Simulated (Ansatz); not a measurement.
Response to strain in Nb

Take Nb in the bcc (W type) structure (space group Im-3m, No. 229; relaxed with 0.1 eV smearing) as the base.

```xyz
1
Lattice="-1.6364 1.6364 1.6364 1.6364 -1.6364 1.6364 1.6364 1.6364 -1.6364" Properties=species:S:1:pos:R:3 pbc="T T T"
Nb     0.0000     0.0000     0.0000
```

Cartesian axes are those of the cell as printed.

Strains are applied to the cell and any free atomic positions relax; under biaxial strain the out-of-plane vector relaxes too; under stress the whole cell relaxes.

Levels (all Ansatz, a first-principles code, PAW, earlier PAW set): PBEsol (420 eV, no spin-orbit coupling); r2SCAN (500 eV, scalar-relativistic without spin-orbit coupling); PBEsol+SOC (420 eV, spin-orbit coupling included).

Pressures by level, all at the geometries relaxed with PBEsol:

```csv
case,PBEsol,r2SCAN,PBEsol+SOC
base,0.0 GPa,5.3 GPa,0.0 GPa
"biaxial strain −0.85 %, plane normal [001], relaxed out of plane",1.5 GPa,6.9 GPa,1.5 GPa
"biaxial strain −0.60 %, plane normal [111], relaxed out of plane",0.3 GPa,5.7 GPa,0.4 GPa
isotropic strain −2.67 %,17.0 GPa,23.3 GPa,17.1 GPa
isotropic strain +1.26 %,-6.3 GPa,-1.5 GPa,-6.3 GPa
"uniaxial stress, 8 GPa compression along x",2.7 GPa,8.1 GPa,2.7 GPa
```

Single points use the geometry relaxed with PBEsol. Their cutoffs differ, which shifts pressures a little. Differences between runs with and without spin-orbit coupling are approximate. Beyond what the load breaks, stability against distortions was not tested. The runs without spin-orbit coupling are not spin-polarised.
